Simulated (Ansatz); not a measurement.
**CdS, response to strain**

Take CdS in the wurtzite structure (space group P6_3mc, No. 186) as the base.

CdS is taken in the hexagonal space group P6₃mc (No. 186), the wurtzite structure, Pearson symbol hP4. Cell: a = b = 4.196 Å, c = 6.830 Å, α = β = 90.00°, γ = 120.00°. Cd on 2b is surrounded by 4 S at 2.565–2.572 Å (tetrahedral). S on 2b sees 4 Cd at 2.565–2.572 Å (tetrahedral). (Neighbours: up to the widest gap in distance over summed covalent radii, below 1.35, at either atom; cation-cation and far metal-metal contacts left out.)

Strains are applied to the cell and any free atomic positions relax.

Level of theory: plane-wave PAW DFT at the PBE level (Ansatz, a first-principles code, 420 eV), no spin-orbit coupling.

| isotropic strain (%) | band gap (eV) |
|---|---|
| 0 | 1.11 |
| 0.6 | ? |
| 1.2 | 1.03 |
| 1.8 | 0.98 |
| 2.4 | 0.94 |
| 3 | 0.90 |

Problem. Fit E_g = E₀ + Dε (ε in %) to the rows shown and predict the withheld row.

Solution. Least squares on the printed values gives E₀ = 1.11 eV, D = -70.7 meV per % of strain (largest residual 0.00 eV); this predicts 1.07 eV, and the run gives 1.07 eV, in agreement.

Stability against distortions was not tested.
